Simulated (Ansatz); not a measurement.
Start from KTaO$_{3}$ in the cubic perovskite structure (space group Pm-3m, No. 221; a = 3.9853 Å). Axes: x, y, z lie along the cube axes.

Computed with Ansatz (a program for electronic structure) PBEsol, spin-orbit coupling left out.

Strains are applied to the cell and any free atomic positions relax; under biaxial strain the out-of-plane vector relaxes too.

One change was made to it. Results:

| quantity | base | after |
|---|---|---|
| energy relative to the base (free energy F) | 0 meV/atom | +4.2 meV/atom |
| band gap | 2.14 eV | 2.07 eV |
| smallest direct gap | 2.75 eV | 2.68 eV |

### Question
Which change produced these results?
(A) biaxial strain −0.72 %, plane normal [001], relaxed out of plane
(B) biaxial strain −2.97 %, plane normal [001], relaxed out of plane
(C) strain tensor (xx, yy, zz, yz, xz, xy) = (−0.50, +0.93, +0.99, −0.53, −0.07, +0.28) %
(D) isotropic strain +2.27 %

### Answer
C, strain tensor (xx, yy, zz, yz, xz, xy) = (−0.50, +0.93, +0.99, −0.53, −0.07, +0.28) %. For comparison, the band gap in the other runs: biaxial strain −2.97 %, plane normal [001], relaxed out of plane gives 2.19 eV; isotropic strain +2.27 % gives 1.99 eV; biaxial strain −0.72 %, plane normal [001], relaxed out of plane gives 2.15 eV.

With Ta present, leaving out spin-orbit coupling can change the band edges. Stability against distortions was not tested.
